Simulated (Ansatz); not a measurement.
Consider the following.

```yaml
crystal:
  lattice:
    - [0.00000, 2.49412, 2.49412]
    - [2.49412, 0.00000, 2.49412]
    - [2.49412, 2.49412, 0.00000]
  atoms:
    - { symbol: Li, position: [0.00000, 0.00000, 0.00000] }
    - { symbol: Cl, position: [0.50000, 0.50000, 0.50000] }
```

No spin polarisation.

The values are results of PBEsol in Ansatz (plane waves to 420 eV, PAW, spin-orbit coupling left out), not measurements. Γ-centred 11×11×11 mesh, Fermi–Dirac width 0.05 eV.

### Question
Predict the band gap, width of the top valence band and smallest direct gap.

### Answer
* **Band gap**: 6.61 eV
* **Width of the top valence band**: 1.30 eV
* **Smallest direct gap**: 6.63 eV

The cells carry an imposed strain or load. Whether these cells are dynamically stable was not tested. The cell was made from LiCl in the rock salt structure (space group Fm-3m, No. 225) by this change: isotropic strain −1.50 %.

Ansatz is an electronic-structure program.
